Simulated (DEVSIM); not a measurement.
DEVSIM, 1D drift-diffusion, Boltzmann statistics, complete ionisation; no tunnelling, impact ionisation, image-force lowering or self-heating. Metal contacts follow the ideal Schottky-Mott rule: no Fermi-level pinning, no interface dipoles.

Device: Schottky contact on p-type GaAs, at 350 K.

```csv
layer (left to right),material,thickness (μm),Na (cm⁻³),τn (s),τp (s)
1,GaAs,1.20,2.5e17,3.6e-8,3.6e-8
```

Left contact: Schottky, work function 4.554 eV, emission velocity 2.8e6 cm/s. Right contact: ohmic. Voltage is applied to the left contact. Recombination: SRH at mid-gap. Mobility is μmin + (μ − μmin)/(1 + (N/Nref)^α).

The device is made up for the run: typed textbook-type constants, with dimensions and the other settings drawn at random. Values at 300 K; Nc and Nv go as T^1.5, mobilities as T to minus their exponent, the gap by Varshni's rule with the affinity fixed. The table also holds parameters that only a changed run uses.

```csv
parameter,GaAs
gap (eV),1.424
affinity (eV),4.07
permittivity,12.9
Nc (cm⁻³),4.7e17
Nv (cm⁻³),9e18
μn (cm²/Vs),8500
μp (cm²/Vs),400
"μn,min",500
"μp,min",20
"Nref,n",6e16
"Nref,p",1.5e17
αn,0.39
αp,0.38
T exponent of μn,2.1
T exponent of μp,2.2
Cn (cm⁶/s),1e-30
Cp (cm⁶/s),1e-30
Varshni α (eV/K),0.000541
Varshni β (K),204
```

One input was changed, with this effect: dark forward voltage at 100 A/cm² 0.598 → 0.607 V.

**Question.** Which change was it?
A. Auger recombination switched on
B. minority lifetime in layer 1 3.6e-08 → 1.1e-09 s
C. thickness of layer 1 1.2 → 6 μm
D. constant mobility in place of the doping-dependent one

**Answer.** C, thickness of layer 1 1.2 → 6 μm
